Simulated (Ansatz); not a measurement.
We consider Sb2O3 (Fd-3m, No. 227), described by PBEsol (Ansatz, a first-principles code, PAW).

Run with plane-wave cutoff 500 eV, 6×6×6 k mesh, gaussian smearing 0.02 eV, scalar-relativistic PAW data made under PBE.

Cell (relaxed at this level):

```cif
data_O48Sb32
_chemical_formula_sum 'Sb32 O48'
_space_group_name_H-M_alt 'Fd-3m :1'
_space_group_IT_number 227
_space_group_name_Hall 'F 4d 2 3 -1d'
_cell_length_a 11.06178
_cell_length_b 11.06178
_cell_length_c 11.06178
_cell_angle_alpha 90.000
_cell_angle_beta 90.000
_cell_angle_gamma 90.000
loop_
_atom_site_label
_atom_site_type_symbol
_atom_site_symmetry_multiplicity
_atom_site_Wyckoff_symbol
_atom_site_fract_x
_atom_site_fract_y
_atom_site_fract_z
_atom_site_occupancy
Sb1 Sb 32 e 0.38320 0.38320 0.38320 1
O1 O 48 f 0.00000 0.00000 0.30944 1
```
(The calculation used a cell of 20 atoms; values per cell refer to that cell.)

Question: Estimate the band gap that the calculation returns.

Answer: 
- band gap = 2.97 eV (on the SCF k mesh)

Note: the relaxation could not lower the start's symmetry, so the cell can be a saddle point above a distorted one.

Spin–orbit coupling is not included.
